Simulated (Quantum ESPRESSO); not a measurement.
Input and output of a self-consistent single point for AlInCu2S4 (I-4, 8 atoms in the cell) (Quantum ESPRESSO).

Level of theory: LDA (PZ), GBRV 1.5 ultrasoft (LDA) pseudopotentials (plane waves; Quantum ESPRESSO).

The change in words: lattice scaled by 0.98. Reference geometry:
```
CELL_PARAMETERS angstrom
      2.73720    -2.73720     5.42069
      2.73720     2.73720     5.42069
     -2.73720    -2.73720     5.42069
ATOMIC_POSITIONS crystal
  Al 0.50000 0.25000 0.75000
  In 0.00000 0.50000 0.50000
  Cu 0.50000 0.75000 0.25000
  Cu 0.00000 0.00000 0.00000
  S  0.52569 0.10932 0.09857
  S  0.01075 0.36499 0.89068
  S  0.47431 0.62426 0.63501
  S  0.98925 0.90143 0.37574
```

Reference input (self-consistent single point, DFT, LDA (PZ), plane waves, GBRV 1.5 ultrasoft (LDA) pseudopotentials): ecutwfc = 50 Ry; ecutrho = 400 Ry; occupations = smearing; smearing = fd; degauss = 0.0036749 Ry; K_POINTS = automatic 5 5 5 0 0 0; conv_thr = 1e-10 Ry. This run's input differs from it in these lines:

```diff
@@ -10,4 +10,4 @@
   ibrav = 7,
-  celldm(1) = 10.3451355939,
-  celldm(3) = 1.980374140775,
+  celldm(1) = 10.1382332600,
+  celldm(3) = 1.980373992390,
   nat = 8,
```

Output, abridged:

```
     Self-consistent Calculation

     iteration #  1     ecut=    50.00 Ry     beta= 0.70

     total energy              =   -1023.46432122 Ry
     estimated scf accuracy    <      25.25173990 Ry

     iteration #  2     ecut=    50.00 Ry     beta= 0.70

     total energy              =   -1038.56206060 Ry
     estimated scf accuracy    <      81.36781257 Ry

     iteration #  3     ecut=    50.00 Ry     beta= 0.70

     total energy              =   -1044.19529019 Ry
     estimated scf accuracy    <      10.80209320 Ry

   [... 25 blocks of this kind left out ...]

     iteration # 29     ecut=    50.00 Ry     beta= 0.70

     total energy              =   -1043.61250243 Ry
     estimated scf accuracy    <          4.2E-10 Ry

     iteration # 30     ecut=    50.00 Ry     beta= 0.70
     End of self-consistent calculation

     the Fermi energy is     8.1623 ev

!    total energy              =   -1043.61250243 Ry
     estimated scf accuracy    <          1.7E-11 Ry
     smearing contrib. (-TS)   =      -0.00000045 Ry
     internal energy E=F+TS    =   -1043.61250198 Ry

     convergence has been achieved in  30 iterations

     Forces acting on atoms (cartesian axes, Ry/au):

     atom    1 type  1   force =    -0.00000000    0.00000000    0.00000000
     atom    2 type  2   force =     0.00000000    0.00000000    0.00000000
     atom    3 type  3   force =     0.00000000    0.00000000    0.00000000
     atom    4 type  3   force =     0.00000000    0.00000000    0.00000000
     atom    5 type  4   force =    -0.00471370   -0.01998678    0.00661677
   [... lines left out ...]

     Total force =     0.043150     Total SCF correction =     0.000004

          total   stress  (Ry/bohr**3)                   (kbar)     P=      -11.62
  -0.00008365   0.00000000   0.00000000          -12.31        0.00        0.00
   0.00000000  -0.00008365  -0.00000000            0.00      -12.31       -0.00
   0.00000000  -0.00000000  -0.00006959            0.00       -0.00      -10.24

   JOB DONE.
```

The run converged in 30 iterations. Against the reference run the free energy drops by 24.7 meV/atom, the pressure goes from -5.69 to -1.16 GPa, the largest force goes from 0.368 to 0.555 eV/Å and the gap on the mesh goes from 0.589 to 0.877 eV.

The starting cell comes from a database of computed structures (which also holds hypothetical and non-ambient phases and stackings), without a prior relaxation at this level. For this run, on top of that: lattice scaled by 0.98.

Cost on one core of a shared machine: roughly 10 min.
